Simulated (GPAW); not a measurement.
GPAW run on TiC (Fm-3m, 2 atoms in the cell): relaxation of cell and atoms.

Computed with PBE, GPAW PAW datasets PBE (gpaw-data 1.0.1) (plane waves; GPAW 25.7.0).

```xyz
2
Lattice="0.0000 2.1780 2.1780 2.1780 0.0000 2.1780 2.1780 2.1780 0.0000" Properties=species:S:1:pos:R:3 pbc="T T T"
Ti     0.0000     0.0000     0.0000
C      2.1780     2.1780     2.1780
```

Reference input (self-consistent single point, DFT PBE, plane waves, GPAW PAW datasets PBE (gpaw-data 1.0.1)): mode = pw; ecut = 950 eV; xc = PBE; kpts = 13 13 13; mesh shift (steps) = 0 0 0; occupations.name = methfessel-paxton; occupations.width = 0.2 eV; occupations.order = 0; nbands = -6; convergence.density = 1e-05 e/electron; convergence.energy = 1e-05 eV/electron; symmetry.symmorphic = false. This run's input differs from it in these lines:

```diff
@@ -1,2 +1,4 @@
 from ase import Atoms
+from ase.filters import FrechetCellFilter
+from ase.optimize import LBFGS
 from ase.units import GPa
@@ -24,2 +26,10 @@
 
+target = FrechetCellFilter(atoms)
+
+opt = LBFGS(target, logfile='-')
+converged = opt.run(fmax=0.02, steps=40)
+print('Relaxation converged:', converged)
+print('Cell:', atoms.cell.cellpar().round(4))
+print(atoms.get_scaled_positions().round(5))
+
 energy = atoms.get_potential_energy()
```

Log, with long lists cut:

```
     iter     time        total  log10-change:
                         energy   eigst   dens
iter:   1 --:--:--   -19.863143
iter:   2 --:--:--   -19.002158   -1.39  -0.89
iter:   3 --:--:--   -17.543471   -0.89  -0.97
iter:   4 --:--:--   -17.592315   -2.53  -1.52
iter:   5 --:--:--   -17.579307   -2.18  -1.47
iter:   6 --:--:--   -17.579563   -3.51  -2.58
iter:   7 --:--:--   -17.579471   -4.89  -2.66
iter:   8 --:--:--   -17.578828   -3.51  -2.67
iter:   9 --:--:--   -17.578805   -5.35  -3.32
iter:  10 --:--:--   -17.578795c  -6.56  -3.49
iter:  11 --:--:--   -17.578772c  -5.50  -3.54
iter:  12 --:--:--   -17.578771c  -6.28  -4.27
iter:  13 --:--:--   -17.578771c  -8.17c -4.82
iter:  14 --:--:--   -17.578772c  -7.05  -4.89
iter:  15 --:--:--   -17.578772c  -7.47c -4.50
iter:  16 --:--:--   -17.578771c  -8.28c -5.24c
Converged after 16 iterations.

Dipole moment: (-0.000000, -0.000000, -0.000000) |e|*Ang

Energy contributions relative to reference atoms: (reference = -24251.642397)

Kinetic:        +14.534460
Potential:      -16.223740
External:        +0.000000
XC:             -15.990599
Entropy (-ST):   -0.005774
Local:           +0.103994
SIC:             +0.000000
--------------------------
Free energy:    -17.581658
Extrapolated:   -17.578771

Showing only first 2 kpts
 Kpt  Band  Eigenvalues  Occupancy
  0     6     10.68068    0.00000
  0     7     10.68068    0.00000
  0     8     11.63243    0.00000
  0     9     11.63243    0.00000

  1     6     10.29026    0.02865
  1     7     10.29026    0.02865
  1     8     10.51804    0.00015
  1     9     11.72957    0.00000

Fermi level: 9.98079

No gap
   [... lines left out ...]
Atomic positions and initial magnetic moments
Free energy:    -17.582831
Fermi level: 10.03213
No gap
Atomic positions and initial magnetic moments
Free energy:    -17.583579
Fermi level: 10.13397
No gap
   [... lines left out ...]
     0.000000    -0.000074     0.000000
    -0.000000     0.000000    -0.000074

Forces in eV/Ang:
  0 Ti    0.00000   -0.00000    0.00000
  1 C     0.00000    0.00000   -0.00000

LBFGS:    2 --:--:--      -17.583579        0.000757
Relaxation converged: True
Cell: [ 3.0677  3.0677  3.0677 60.     60.     60.    ]
[[0.  0.  0. ]
 [0.5 0.5 0.5]]
Energy (eV): -17.580717
Stress (GPa, Voigt): [-0.0119 -0.0119 -0.0119  0.     -0.      0.    ]
```

The run converged. GPAW prints stress with tension positive. 

Summary of the result:
| Property | Result |
|---|---|
| Free energy E − TS (from the program's reference atoms) | -17.5836 eV |
| Fermi level (on the code's own zero) | 10.13 eV |
| Final cell | a = 3.0677 Å, b = 3.0677 Å, c = 3.0677 Å, α = 60.00°, β = 60.00°, γ = 60.00° |
| Final volume per atom | 10.21 Å³ |
| Relaxation steps | 2 |

At such cutoffs GPAW's stress carries a finite-basis (Pulay) error, which enters relaxed cells too; its log prints stress with tension positive.

The starting cell has typed, rounded lattice constants, without a prior relaxation at this level. Its lattice was rescaled by a random factor within 2.5 % of one. Spin polarisation is off. The relaxation keeps the symmetry of its start, so its end need not be a minimum.

Cost on one core of a shared machine: roughly 80 s.
